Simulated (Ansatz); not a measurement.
Consider the following.

```xyz
8
Lattice="-2.8041 2.8041 5.5488 2.8041 -2.8041 5.5488 2.8041 2.8041 -5.5488" Properties=species:S:1:pos:R:3 pbc="T T T"
Cu     0.0000     2.8041     2.7744
Cu     0.0000     0.0000     0.0000
Ga     2.8041     0.0000     2.7744
Ga     0.0000     0.0000     5.5488
Se     1.4021     1.3644    -1.3872
Se     1.4021     1.4397     4.1616
Se     1.4397    -1.4021     6.9359
Se     1.3644     4.2062     1.3872
```

No spin polarisation.

Electron doping at 2.0×10^21 cm⁻³ (0.349 per cell), with a uniform compensating background at fixed cell and a 300 K Fermi–Dirac width.

Level of theory: r2SCAN/PAW in Ansatz (a program for electronic structure), spin-orbit coupling left out. Settings: 12×12×12 k-points, 0.0259 eV Fermi–Dirac smearing.

Q: What Fermi level relative to the doped band's edge (positive inside the band; to 0.05 eV) does the calculation give?

A: +1.10 eV.

Q: Estimate the gap between the host's bands.

A: 0.51 eV.

Q: Estimate the gap character.

A: Direct at Γ.

Charged cell with a jellium background: band edges are those of the host's band count, energies are not comparable with the neutral cell, and many-body gap narrowing is missing. No phonon test of stability was made. All final runs are without spin polarisation. The cell was made from GaCuSe$_{2}$ in the chalcopyrite structure (space group I-42d, No. 122) by this change: electrons 2.0×10^21 cm⁻³.
